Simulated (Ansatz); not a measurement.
A computed series for LiH: pressure series

The reference is LiH in the rock salt structure (space group Fm-3m, No. 225).

```xyz
2
Lattice="0.0000 2.0036 2.0036 2.0036 0.0000 2.0036 2.0036 2.0036 0.0000" Properties=species:S:1:pos:R:3 pbc="T T T"
H      0.0000     0.0000     0.0000
Li     2.0036     2.0036     2.0036
```

Cell and atoms are relaxed at each pressure.

Level of theory: PBE (Ansatz, a program for electronic structure; PAW; 420 eV plane waves; spin-orbit coupling left out).

Candidates:
(a) pressure 0.7 GPa
(b) pressure −2 GPa
(c) pressure 0.3 GPa

Base values:

```
Quantity                        Result
-----------------------------  -------
Width of the top valence band  5.44 eV
```

Q: Order them by width of the top valence band, lowest first.

A: (b) pressure −2 GPa (5.22 eV), (c) pressure 0.3 GPa (5.48 eV), (a) pressure 0.7 GPa (5.52 eV)

The levels and masses belong to the bands next to the band gap. Load acts through the strain it causes; cell and atoms are relaxed under it. No phonon test of stability was made.
